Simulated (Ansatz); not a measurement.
For ZnSnSb2 (I-42d, No. 122, 8 atoms in the cell; start mp-4756), LDA (Ansatz, a quantum-chemistry and plane-wave program, plane waves, PAW) gives:

| Property | Value |
|---|---|
| lattice parameter a | 6.208 Å |
| c axis length | 12.479 Å |
| bulk modulus B0 | 51.5 GPa |
| cohesive energy | 3.30 eV/atom |
| band gap | 0.00 eV |

Task: What does r²SCAN in Ansatz (PAW) give for the same quantities?

Result: 
- lattice constant a: 6.313 Å (grows by 1.7 %)
- lattice parameter c: 12.674 Å (goes up by 1.6 %)
- bulk modulus: 47.5 GPa (falls by 7.8 %)
- cohesive energy: 2.56 eV/atom (falls by 0.74 eV/atom)
- band gap: 0.17 eV (goes up by 0.17 eV)

Changes are worked out from the printed values.

Unless a cell is named, each level is at its own relaxed cell (LDA 30.06, r²SCAN 31.57 Å³/atom).

Levels without +SOC leave out spin–orbit coupling, which shifts energies and cells of such heavy elements.

Levels without +SOC have no spin–orbit coupling; where heavier elements are present it shifts gaps, mostly down, and can invert bands. A gap of zero means that the bands touch or overlap. Density-functional gaps are differences of (generalised) Kohn–Sham levels.

Caveats: the bulk modulus is −V dP/dV from two relaxed cells at ±2 % in volume (LDA, r²SCAN); the relaxation could not lower the start's symmetry, so the cell can be a saddle point above a distorted one (LDA, r²SCAN). Ansatz's density-functional and Hartree–Fock values are scalar-relativistic unless marked +SOC, with PAW data made under PBE.

A start named mp-… is a Materials Project structure, which need not be a measured phase.
